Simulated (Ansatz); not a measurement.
Consider Cu₃Au in the Cu3Au type structure (space group Pm-3m, No. 221; a = 3.7808 Å; relaxed with 0.1 eV smearing).

The values are results of Kohn–Sham DFT with the PBE functional, run in Ansatz (a quantum-chemistry and plane-wave program) with PAW and 420 eV plane waves, no SOC, not measurements.

Base values:

The pressure comes out as 0.0 GPa.

One thing is altered: the cell is scaled by 1.0098 in all directions, atoms relaxed at fixed cell.

Q: How does this affect the pressure?

A: The pressure goes from zero to -3.8 GPa.

Q: What does the calculation give for the energy relative to the base after the change?

A: The energy rises by 4.9 meV/atom.

The cells carry an imposed strain or load. Stability against distortions was not tested. All final runs are without spin polarisation.
